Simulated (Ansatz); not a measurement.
Functionals compared on the (20-21) surface of hcp Sc in its 1x1 cell, outermost plane spacing 0.23 Å in the ideal cut, in Ansatz (plane waves, PAW). The structure was relaxed with PBE; the other rows are single points on it, each with its references at the same level. Cutoff 420 eV (500 eV for r2SCAN).

Set-up: 16 atoms, 9.9 Å thick at the start (thin: gaps and levels are the slab's own); mesh 11x4x1; 0.1 eV smearing; dipole correction on; all atoms relaxed; held to the part of the start's symmetry that mesh and held atoms allow; no spin, no spin-orbit, no U. These notes are the PBE run's.

```tsv
functional	surface energy (J/m²)	work function of the top face (eV)	rough cost of the single point
PBE	1.23	3.39	–
LDA	1.37	3.54	roughly 4 core-minutes
PBEsol	1.33	3.43	very roughly 4 core-minutes
RPBE	1.15	3.30	very roughly 4 core-minutes
r2SCAN	1.32	3.48	very roughly 9 core-minutes
```

Ansatz is a quantum-chemistry and plane-wave program.
